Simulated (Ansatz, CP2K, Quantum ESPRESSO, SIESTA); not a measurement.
## LaIn5Rh (P1, 7 atoms in the cell) computed with different codes at matched settings

Self-consistent single point, at a second geometry (atoms moved at random). First geometry:

```
CELL_PARAMETERS angstrom
      4.64255     0.00000     0.00000
      0.00000     4.64255     0.00000
      0.00000     0.00000     7.53034
ATOMIC_POSITIONS crystal
  La 0.00000 0.00000 0.00000
  In 0.50000 0.50000 0.00000
  In 0.50000 0.00000 0.69223
  In 0.50000 0.00000 0.30777
  In 0.00000 0.50000 0.69223
  In 0.00000 0.50000 0.30777
  Rh 0.00000 0.00000 0.50000
```

Second geometry:
```
LaIn5Rh
1.0
    4.64255     0.00000     0.00000
    0.00000     4.64255     0.00000
    0.00000     0.00000     7.53034
La In Rh
1 5 1
Direct
  0.98593   0.99859   0.00260
  0.50594   0.49975   0.00341
  0.50718   0.99315   0.69697
  0.49628   0.00214   0.30304
  0.00808   0.50962   0.69603
  0.99797   0.50807   0.29032
  0.99862   0.98869   0.50762
```

Shared settings, as Ansatz (a program for electronic structure) writes them: kpoints.mp_grid.grid = 5 5 3; scf.occupations.method = fermi_dirac; scf.occupations.width = 0.0037 Ry. Potentials and cutoffs stand in the table.

```csv
code,model,ΔF from the first geometry (meV/atom),pressure (GPa),largest force (eV/Å),cutoff
CP2K,"PBEsol, GPW, DZVP-MOLOPT-SR-GTH basis, GTH-PBE potentials (GTH_POTENTIALS)",22.3,1.87,1.052,grid 500 Ry
Quantum ESPRESSO,"PBEsol, GBRV 1.5 ultrasoft (PBESOL) pseudopotentials",22.3,-0.29,1.035,40 Ry
SIESTA,"GGA PBEsol, numerical atomic orbitals DZP, PseudoDojo PBEsol standard norm-conserving potentials (rewritten from UPF to PSML)",24.1,0.64,1.133,grid 350 Ry
Ansatz,"PBEsol, PAW files made with PBE",21.8,0.88,1.022,default
```

Size of the force on each atom (eV/Å): Sizes of forces hide their directions.

```tsv
code	La1	In2	In3	In4	In5	In6	Rh7
CP2K	0.805	0.436	0.457	0.432	0.760	1.052	0.968
Quantum ESPRESSO	0.772	0.409	0.436	0.451	0.718	1.035	0.884
SIESTA	0.818	0.480	0.478	0.489	0.823	1.133	0.989
Ansatz	0.772	0.408	0.433	0.434	0.719	1.022	0.898
```

On Ansatz's run: spin polarisation is off.

The spread over the programs that give each value: ΔF from the first geometry within 2.3 meV/atom; pressure within 2.16 GPa; largest force within 0.111 eV/Å.

CP2K and SIESTA use small atom-centred bases, whose incompleteness enters pressures, forces and empty levels differently from a plane-wave cutoff. Ansatz's pressure is given at a fixed set of plane waves, as the other plane-wave codes print theirs. In the pressure, CP2K (by 1.58) lies more than 1 GPa from the median of the plane-wave programs. In the force vectors, SIESTA (by 0.110) lies more than 0.08 eV/Å from the median of the plane-wave programs.

The starting cell comes from a database of computed structures (which also holds hypothetical and non-ambient phases and stackings), without a prior relaxation at this level. Its lattice was rescaled by a random factor within 2.5 % of one. For this run, on top of that: atoms moved at random.

Keys are those of Ansatz 0.2.
